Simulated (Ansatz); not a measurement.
The (21-30) face of hcp Zr can be cut between different planes. Symmetric, stoichiometric slabs relaxed in the 1x1 cell (44.2 Å²): top plane Zr, 0.35 Å over the next in the ideal cut; top plane Zr, 0.71 Å over the next in the ideal cut.

These are PBE (plane waves to 420 eV, PAW; Ansatz, a first-principles code) values and carry that method's errors.

Q: Rank these by surface energy (lowest first), as PBE gives it.

A: the cut with an outer spacing of 0.35 Å (1.70 J/m²), the cut with an outer spacing of 0.71 Å (1.80 J/m²)
